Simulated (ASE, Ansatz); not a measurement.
A thermal frame of composition Li9Si7, cell Li36Si28, held well above this temperature first, at a temperature that wasn't checked against the liquidus, so perhaps supercooled [in the CHGNet run: it was liquid; mean temperature 796 K (target 810 K); density 1.48 g/cm³, volume +7 % from the start cell's], from MD with the machine-learned potential CHGNet 0.3.0 in ASE at 810 K. DFT level: PBE (plane waves, PAW; Ansatz, a program for electronic structure).

```yaml
plane_wave_cutoff: 420 eV
k-points: one point, (1/4, 1/4, 1/4)
Fermi-Dirac width: 0.086 eV
spin: not polarised; no spin-orbit coupling
```

A check of the k-sampling: on the last frame of the same run a denser mesh moved the PBE forces by 0.055 eV/Å rms, the static pressure by -0.07 GPa and the free energy by -2 meV/atom. CHGNet's forces on these frames are only 0.75 times the DFT ones, so the atoms are displaced more than DFT's own dynamics would at this temperature.

```
CELL_PARAMETERS angstrom
     10.52011     0.00000     0.00000
      0.00000    10.52011     0.00000
      0.00000     0.00000    10.52011
ATOMIC_POSITIONS crystal
  Li 0.29155 0.11064 0.63090
  Li 0.12826 0.05148 0.98220
  Li 0.72568 0.85937 0.60158
  Li 0.95731 0.83935 0.05473
  Li 0.84489 0.19708 0.79315
  Li 0.53834 0.85340 0.91847
  Li 0.20406 0.50255 0.89870
  Li 0.95442 0.55756 0.85230
  Li 0.07163 0.60123 0.28340
  Li 0.88315 0.43124 0.30130
  Li 0.57941 0.14588 0.53650
  Li 0.58017 0.54877 0.07061
  Li 0.40674 0.35153 0.56975
  Li 0.52890 0.73353 0.48630
  Li 0.18123 0.75694 0.54817
  Li 0.13016 0.96407 0.75486
  Li 0.21703 0.41631 0.41256
  Li 0.56785 0.65145 0.69651
  Li 0.90854 0.12205 0.33221
  Li 0.46175 0.48258 0.33653
  Li 0.63152 0.07010 0.79963
  Li 0.15328 0.50241 0.63187
  Li 0.57761 0.12198 0.04786
  Li 0.34487 0.90375 0.36512
  Li 0.55315 0.75631 0.21403
  Li 0.64620 0.33184 0.41236
  Li 0.87041 0.85993 0.29186
  Li 0.28943 0.88139 0.94906
  Li 0.81391 0.35123 0.07564
  Li 0.32254 0.53054 0.10939
  Li 0.57989 0.33045 0.90879
  Li 0.86151 0.03660 0.59856
  Li 0.33717 0.24394 0.05893
  Li 0.86868 0.54983 0.62662
  Li 0.21835 0.19530 0.25526
  Li 0.81996 0.62423 0.07813
  Si 0.29978 0.64370 0.34968
  Si 0.35619 0.60015 0.57428
  Si 0.08707 0.93409 0.25367
  Si 0.02364 0.23894 0.10282
  Si 0.14409 0.74449 0.84173
  Si 0.46915 0.20176 0.29357
  Si 0.08482 0.63827 0.04475
  Si 0.13095 0.42708 0.12031
  Si 0.23952 0.77869 0.16930
  Si 0.85616 0.09865 0.02469
  Si 0.75416 0.72501 0.83961
  Si 0.65710 0.37764 0.65948
  Si 0.10287 0.27511 0.75313
  Si 0.71115 0.93096 0.12776
  Si 0.90456 0.96441 0.86450
  Si 0.35120 0.68702 0.77704
  Si 0.11203 0.97597 0.46995
  Si 0.61630 0.01770 0.30696
  Si 0.74901 0.67989 0.38596
  Si 0.31522 0.27265 0.81675
  Si 0.72791 0.48358 0.85741
  Si 0.40873 0.05332 0.85549
  Si 0.68975 0.50535 0.24889
  Si 0.56518 0.34563 0.14523
  Si 0.06783 0.23016 0.53115
  Si 0.83702 0.28098 0.54694
  Si 0.43214 0.91531 0.70283
  Si 0.96494 0.78914 0.72341
```

Forces from the machine-learned potential CHGNet 0.3.0 on some atoms (eV/Å):

```tsv
atom	Fx Fy Fz
Li4	-0.017 0.114 -0.089
Li7	0.193 -0.378 -0.362
Li11	0.074 -0.350 0.158
Li15	-0.176 0.122 0.128
Li17	-0.246 -0.180 -0.425
Li20	0.334 -0.062 -0.097
Li34	-0.421 0.050 -0.402
Si39	0.847 -0.054 -0.104
Si44	-0.622 -0.407 0.355
Si46	-0.487 0.123 0.915
Si47	0.459 -0.373 -0.146
Si48	0.589 -0.175 0.446
Si51	-0.317 -0.427 -1.346
Si53	-0.348 0.995 0.124
Si57	0.303 0.761 -0.592
Si58	-0.910 2.248 1.647
```

Task: Give the DFT forces on the same atoms (eV/Å), the static pressure (no kinetic part).

Result: 
| atom | Fx Fy Fz |
|---|---|
| Li4 | -0.069 0.257 0.223 |
| Li7 | 0.382 -0.717 -0.757 |
| Li11 | 0.129 -0.387 -0.021 |
| Li15 | -0.306 0.269 0.215 |
| Li17 | -0.145 -0.005 -0.501 |
| Li20 | 0.379 -0.270 -0.005 |
| Li34 | -0.585 -0.009 -0.305 |
| Si39 | 0.734 0.328 -0.101 |
| Si44 | -0.834 -0.397 0.388 |
| Si46 | -0.706 0.236 0.817 |
| Si47 | 0.968 -0.058 -0.077 |
| Si48 | 0.687 -0.408 0.448 |
| Si51 | -0.508 -0.134 -1.816 |
| Si53 | -0.649 0.965 -0.043 |
| Si57 | 0.344 0.785 -0.539 |
| Si58 | -0.943 2.147 1.449 |
- static pressure (no kinetic part) = -0.41 GPa
